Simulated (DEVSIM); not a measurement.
Device: Schottky contact on n-type Si, at 400 K.

Layer 1 from the left is Si, thickness (μm) 4.20, Nd (cm⁻³) 3.3e15, τn (s) 2.4e-6, τp (s) 2.4e-6. Layer 2 from the left is Si, thickness (μm) 2.30, Nd (cm⁻³) 9.1e17, τn (s) 2.4e-6, τp (s) 2.4e-6.

Left contact: Schottky, work function 4.9 eV, emission velocity 6.7e6 cm/s. Right contact: ohmic. Voltage is applied to the left contact. Recombination: SRH at mid-gap. Gap narrowing is on: ΔEg = 6.92 meV × (l + √(l² + 0.5)), l = ln(N/1.3e17 cm⁻³), shared equally by both band edges. Mobility is μmin + (μ − μmin)/(1 + (N/Nref)^α).

The device is made up for the run: typed textbook-type constants, with dimensions and the other settings drawn at random. Values at 300 K; Nc and Nv go as T^1.5, mobilities as T to minus their exponent, the gap by Varshni's rule with the affinity fixed.

Si: gap (eV) 1.124, affinity (eV) 4.05, permittivity 11.7, Nc (cm⁻³) 2.86e19, Nv (cm⁻³) 3.1e19, μn (cm²/Vs) 1417, μp (cm²/Vs) 470, μn,min 52, μp,min 45, Nref,n 9.7e16, Nref,p 2.2e17, αn 0.68, αp 0.72, T exponent of μn 2.3, T exponent of μp 2.2, Varshni α (eV/K) 0.000473, Varshni β (K) 636.

DEVSIM, 1D drift-diffusion, Boltzmann statistics, complete ionisation; no tunnelling, impact ionisation, image-force lowering or self-heating. Metal contacts follow the ideal Schottky-Mott rule: no Fermi-level pinning, no interface dipoles.

Dark forward current:

```
|V| (V)  |J| (A/cm²)
-------  -----------
0.05        0.002147
0.10         0.01113
0.15         0.04869
0.20          0.2044
0.25          0.8343
0.30           3.199
0.35           10.55
0.40           27.86
0.45           62.18
0.50           128.9
0.55           260.5
0.60           514.6
0.65           973.6
0.70            1721
0.75            2800
```

Problem. Work out the local ideality factor n = ΔV / (kT/q · ln(J2/J1)) between the rows 0.15 and 0.20 V, 0.70 and 0.75 V.

Solution. kT/q = 34.47 mV. From 0.15 to 0.20 V: ln(0.2044/0.04869) = 1.435, n = 1.01, near the 1 of diffusion or emission over a barrier. From 0.70 to 0.75 V: ln(2800/1721) = 0.487, n = 2.98.

Problem. Estimate the current at 0.20 V for emission alone, J0 = q v N_band exp(−φB/kT), and read the barrier back from the simulated current.

Solution. φB = 0.850 eV, N_band = 4.40e19 cm⁻³, J0 = 0.000923 A/cm²; J = J0 (exp(qV/kT) − 1) = 0.305 A/cm². The simulation gives 0.204 A/cm²; the estimate lies 49 % above. Read backwards, the simulated current gives an apparent barrier of 0.864 eV. The estimate leaves out transport through the depletion region and minority injection.
